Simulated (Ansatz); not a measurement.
Sn on the 1x1 (111) surface of fcc Ir, one in a 2x2 cell, started at the site 'hollow Ir-Ir-Ir over Ir at depth 4.4 Å'

All values below come from PBE (plane waves to 420 eV, PAW; Ansatz, an electronic-structure program).

Set-up: 17 atoms, 6.6 Å thick at the start under the adsorbate (thin: gaps and levels are the slab's own); mesh 6x6x1; 0.1 eV smearing; dipole correction on; 8 atoms held, the rest relaxed; start symmetry kept, larger cells not searched; no spin, no spin-orbit, no U, no dispersion correction. At the end it is bonded to 3 Ir. In PBE it is, or lies within 0.03 eV of, the lowest of the starts that converged.

```
Property                                                                                                                  Result
--------------------------------------------------------------------------------------  ----------------------------------------
adsorption energy against an atom of beta tin                                                                     -31.1 kcal/mol
work function of the top face                                                                                            4.43 eV
change of the work function                                                                                             -1.06 eV
change of the step from the bottom to the top vacuum level, against the clean slab                                      -1.07 eV
energy released by relaxation                                                                                            0.18 eV
height of the binding atom over the mean of the host atoms within 0.3 Å of the top one                                   2.208 Å
nearest host atoms of the binding atom                                                  Ir at 2.73 Å, Ir at 2.73 Å, Ir at 2.73 Å
largest move of a host atom                                                                                               0.04 Å
cost                                                                                                      roughly 4 core-minutes
```

A negative adsorption energy means that the adsorbate is more stable on the surface than in its reference.
